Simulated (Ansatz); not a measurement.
# Response to strain in hypothetical anti-fluorite Tl2S

Consider Tl₂S in the anti-fluorite structure (space group Fm-3m, No. 225; a = 7.3752 Å; a hypothetical phase, not in the database extracts checked). Axes: x, y, z lie along the cube axes.

Strains are applied to the cell and any free atomic positions relax; under biaxial strain the out-of-plane vector relaxes too; under stress the whole cell relaxes.

All numbers come from PBE, PAW, 420 eV (Ansatz, a program for electronic structure; spin-orbit coupling left out).

Notes on the quantities. energy relative to the base: free energy F; pressure: mean of the normal stresses, compression positive.

| case | energy relative to the base | space group | pressure | shortest interatomic distance |
|---|---|---|---|---|
| base | 0 meV/atom | Fm-3m (No. 225) | 0.0 GPa | 3.194 Å |
| biaxial strain +3.68 %, plane normal [001], relaxed out of plane | +8.7 meV/atom | I4/mmm (No. 139) | -0.8 GPa | 3.233 Å |
| biaxial strain −0.67 %, plane normal [110], relaxed out of plane | 0.0 meV/atom | Immm (No. 71) | 0.0 GPa | [?] |
| uniaxial strain ε_xx = −3.65 % | +4.7 meV/atom | I4/mmm (No. 139) | 0.9 GPa | 3.155 Å |
| uniaxial strain ε_xx = −1.15 % | +0.5 meV/atom | I4/mmm (No. 139) | 0.3 GPa | 3.181 Å |
| uniaxial strain ε_yy = −3.65 % | +4.7 meV/atom | I4/mmm (No. 139) | 0.9 GPa | 3.155 Å |
| uniaxial strain ε_yy = −2.19 % | +1.7 meV/atom | I4/mmm (No. 139) | 0.5 GPa | 3.170 Å |
| uniaxial strain ε_yy = +5.47 % | +9.7 meV/atom | I4/mmm (No. 139) | -1.1 GPa | 3.253 Å |
| uniaxial strain ε_zz = −0.62 % | +0.1 meV/atom | I4/mmm (No. 139) | 0.2 GPa | 3.187 Å |
| uniaxial stress, 1 GPa tension along x | +5.3 meV/atom | I4/mmm (No. 139) | – | 3.211 Å |

Problem. Complete the table.

Solution. 
- biaxial strain −0.67 %, plane normal [110], relaxed out of plane, shortest interatomic distance: 3.178 Å

The mesh was chosen for an insulator and is coarse for the gapless case. Stability under load was not tested beyond the relaxation. The final runs are not spin-polarised.
